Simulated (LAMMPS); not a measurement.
Melting line of Cu (fcc) by solid-liquid coexistence.

Model: classical MD, pair style adp, file AlCu.adp (LAMMPS).

```csv
P (GPa),melting point,enthalpy of fusion,solid,liquid
0,1330 ± 27 K,0.12 eV/atom,12.76 Å³/atom,13.39 Å³/atom
2,1420 ± 28 K,0.13 eV/atom,12.58 Å³/atom,13.17 Å³/atom
5,1530 ± 31 K,0.14 eV/atom,12.32 Å³/atom,12.87 Å³/atom
```

Measured melting point at ambient pressure: 1358 K (Wikipedia, Melting points of the elements (data page)).

Caution: the error of the potential's melting point is set to 2 % at least, a picked allowance for cell size and run length.

Compare the slope of the melting line with the Clausius-Clapeyron value from the lowest pressure. T ΔV/ΔH = 1331 K × 0.63 Å³ / 0.121 eV = 43 K/GPa (1 eV/Å³ = 160.2 GPa); the first two rows give 44 K/GPa, within the errors of the melting points.
